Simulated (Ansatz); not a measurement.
Band structure of CdPt₃ (Cmmm, 4 atoms in the cell).

```
CdPt3
1.0
    2.88572    -3.93101     0.00000
    2.88572     3.93101     0.00000
    0.00000     0.00000     2.83469
Cd Pt
1 3
Direct
  0.00000   0.00000   0.00000
  0.50000   0.50000   0.00000
  0.00000   0.50000   0.50000
  0.50000   0.00000   0.50000
```

Computed with PBEsol, PAW files made with PBE (plane waves; Ansatz, a quantum-chemistry and plane-wave program).

Settings: kpoints.mp_grid.grid = 5 5 8; hamiltonian.xc = pbesol; hamiltonian.pseudopotentials = {kind: paw} (the program's default PAW files); scf.occupations.method = fermi_dirac; scf.occupations.width = 0.0037 Ry; kpoints.band_path.npoints = 8.

The starting cell comes from a database of computed structures (which also holds hypothetical and non-ambient phases and stackings), without a prior relaxation at this level. Spin-orbit coupling is off. Spin polarisation is off.

Levels in eV from the Fermi level, bands 34 to 41:
```json
[
 {"point": "Γ", "34": "-0.98", "35": "-0.79", "36": "-0.74", "37": "0.18", "38": "0.18", "39": "0.42", "40": "1.72", "41": "4.34"},
 {"point": "X", "34": "-1.96", "35": "-1.95", "36": "-1.19", "37": "-1.10", "38": "-0.65", "39": "-0.58", "40": "2.26", "41": "8.26"},
 {"point": "S", "34": "-1.56", "35": "-1.21", "36": "-1.20", "37": "-1.12", "38": "0.30", "39": "1.44", "40": "2.56", "41": "5.81"},
 {"point": "R", "34": "-1.56", "35": "0.28", "36": "0.30", "37": "1.03", "38": "2.15", "39": "2.27", "40": "2.69", "41": "6.05"},
 {"point": "A", "34": "-0.63", "35": "-0.15", "36": "0.21", "37": "0.84", "38": "1.17", "39": "1.35", "40": "1.72", "41": "4.48"},
 {"point": "Z", "34": "-1.66", "35": "-1.54", "36": "0.45", "37": "0.90", "38": "1.69", "39": "5.57", "40": "6.38", "41": "6.41"},
 {"point": "Y", "34": "-1.85", "35": "-1.68", "36": "-1.50", "37": "-1.45", "38": "-0.72", "39": "-0.51", "40": "1.39", "41": "9.43"},
 {"point": "X1", "34": "-1.96", "35": "-1.95", "36": "-1.19", "37": "-1.10", "38": "-0.65", "39": "-0.58", "40": "2.26", "41": "8.26"},
 {"point": "A1", "34": "-0.63", "35": "-0.15", "36": "0.21", "37": "0.84", "38": "1.17", "39": "1.35", "40": "1.72", "41": "4.48"},
 {"point": "T", "34": "0.13", "35": "0.23", "36": "0.31", "37": "0.46", "38": "0.46", "39": "1.11", "40": "1.27", "41": "4.56"}
]
```

Bands cross the Fermi level along this path, so the cell is metallic at this level.

Keys are those of Ansatz 0.2.
